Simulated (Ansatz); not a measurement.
Given:

End structure of F on the 1x1 (111) surface of fcc Ag, one in a 1x1 cell, started at the site 'hollow Ag-Ag-Ag over Ag at depth 2.4 Å':

```yaml
crystal:
  lattice:
    - [2.93338, 0.00000, 0.00000]
    - [-1.46669, 2.54038, 0.00000]
    - [0.00000, 0.00000, 26.50000]
  atoms:
    - { symbol: Ag, position: [0.33333, 0.66667, 0.36572] }
    - { symbol: Ag, position: [0.66667, 0.33333, 0.45551] }
    - { symbol: Ag, position: [0.00000, 0.00000, 0.54525] }
    - { symbol: Ag, position: [0.33333, 0.66667, 0.63318] }
    - { symbol: F, position: [0.00000, 0.00000, 0.68831] }
```

Set-up: 5 atoms, 7.1 Å thick at the start under the adsorbate (thin: gaps and levels are the slab's own); mesh 12x12x1; 0.1 eV smearing; dipole correction on; 2 atoms held, the rest relaxed; start symmetry kept, larger cells not searched; no spin, no spin-orbit, no U, no dispersion correction. At the end it is bonded to 3 Ag. In PBE this state lies 0.05 eV over the lowest of the starts that converged ('hollow Ag-Ag-Ag over Ag at depth 4.7 Å').

A negative adsorption energy means that the adsorbate is more stable on the surface than in its reference.

Question: Give the change of the step from the bottom to the top vacuum level, against the clean slab at the level PBE (Ansatz, a first-principles code).

Answer: 5.13 eV

Question: Give the change of the work function at the level PBE.

Answer: 5.10 eV

Question: What is the computed work function of the top face (PBE)?

Answer: 9.54 eV

Question: What adsorption energy against ½ F2(g) does PBE give?

Answer: -1.61 eV
